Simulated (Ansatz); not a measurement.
H2O on the 1x1 (110) surface of bcc Ta, one in a 2x2 cell, energies for each (31.2 Å²). Energies are against H2O(g), without zero-point or thermal terms; each row is named by its start.

Level of theory: PBE (plane waves to 420 eV, PAW; Ansatz, a quantum-chemistry and plane-wave program).

Set-up: 19 atoms, 6.8 Å thick at the start under the adsorbate (thin: gaps and levels are the slab's own); mesh 5x5x1; 0.1 eV smearing; dipole correction on; 8 atoms held, the rest relaxed; each run with such symmetry as its start has; no spin, no spin-orbit, no U, no dispersion correction.

A negative adsorption energy means that the adsorbate is more stable on the surface than in its reference. Starts that drift may end in the same place. Heights count from the host atoms within 0.3 Å of the top one.

| starting site | E_ads (eV) | height (Å) | nearest host atom (Å) | bonded to | Δ work function (eV) | lateral drift (Å) |
|---|---|---|---|---|---|---|
| top Ta | -0.51 | 2.47 | Ta 2.33 | Ta | -1.13 | 0.2 |
| hollow Ta-Ta-Ta | -0.51 | 2.47 | Ta 2.33 | Ta | -1.05 | 1.6 |
| bridge Ta-Ta (span 2.9 Å) | -0.51 | 2.47 | Ta 2.33 | Ta | -1.09 | 1.2 |
| bridge Ta-Ta (span 3.3 Å) | -0.51 | 2.46 | Ta 2.33 | Ta | -1.08 | 1.5 |
